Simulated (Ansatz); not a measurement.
The parent structure is PbTe in the rock salt structure (space group Fm-3m, No. 225).

```
PbTe
1.0
    0.00000     3.18980     3.18980
    3.18980     0.00000     3.18980
    3.18980     3.18980     0.00000
Te Pb
1 1
Direct
  0.50000   0.50000   0.50000
  0.00000   0.00000   0.00000
```

Cartesian axes are those of the cell as printed.

Level of theory: LDA (Ansatz, an electronic-structure program; PAW; 420 eV plane waves; spin-orbit coupling left out).

Now apply this change: the cell is stretched by 2.00 % along z with no lateral relaxation, atoms relaxed at fixed cell.

Question: Predict the stress tensor and what it implies for the stiffness.

Answer: Stress of the strained cell less that of the base (GPa, compression positive):
```
  -0.09    0.00    0.00
   0.00   -0.09    0.00
   0.00    0.00   -2.41
```

Then −Δσ_ii/ε with ε = 0.0200 gives secant stiffness values (nonlinear terms included at this strain): C33 ≈ 121 GPa.

As a check, the harmonic strain energy −½ V₀ Δσ:ε is 4.9 meV/atom; the computed energy rise is 5.1 meV/atom.

Whether these cells are dynamically stable was not tested.
